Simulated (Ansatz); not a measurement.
Amorphous Ga24O37Ca, 62 atoms at 4.94 g/cm³, one PBE-relaxed geometry, zone centre. Methods: PBE, scalar-relativistic without spin-orbit coupling (Ansatz, a first-principles code); r2SCAN, scalar-relativistic without spin-orbit coupling (Ansatz); HSE06, scalar-relativistic without spin-orbit coupling (Ansatz). Plane waves to 420 eV (r2SCAN 500 eV); exact exchange is cut at the cell's faces. At PBE the levels at the filled edge of the gap are localised (band-tail or defect states), and the nearest spread-out levels lie 1.9 eV apart at the zone centre. All rungs ran without spin polarisation.

The cell was made by melting and quenching with the CHGNet potential and then relaxed with DFT. O atoms were pushed apart under 1.9 Å during the dynamics, to hinder bonds among them. The hot cell started wider than the set density and was brought back towards it in steps. It is the lowest in DFT energy of 2 quenches. It is a model cell: composition and starting density were chosen by hand, and all elements were melted together. No dispersion term was used. Its density started from a set value of 4.94 and ended at 4.94 g/cm³. The quench (nominally 280 K/ps over its main leg) was far faster than any real one, so the model tends to hold more defects than a real film. A cell of this size samples the disorder only roughly. The volume was held where the preparation left it and the shape relaxed, at a PBE pressure of -1.8 GPa (tension). Stress components on the final sampling reach 1.9 GPa.

The relaxation ran on the zone centre alone. At PBE the level gap is 1.43 eV on a 2×2×2 Γ-centred mesh, and the spacing at the zone centre alone 1.42 eV.

Question: What zone-centre spacing does r2SCAN give, roughly?

Answer: 1.96 eV (+0.54 eV against PBE).

Question: What zone-centre spacing does HSE06 give, roughly?

Answer: 3.10 eV (+1.68 eV against PBE).

The highest filled and the lowest empty state spread over these numbers of atoms (participation numbers): PBE: 5.1 and 56.7; r2SCAN: 5.0 and 56.2; HSE06: 5.4 and 56.3.
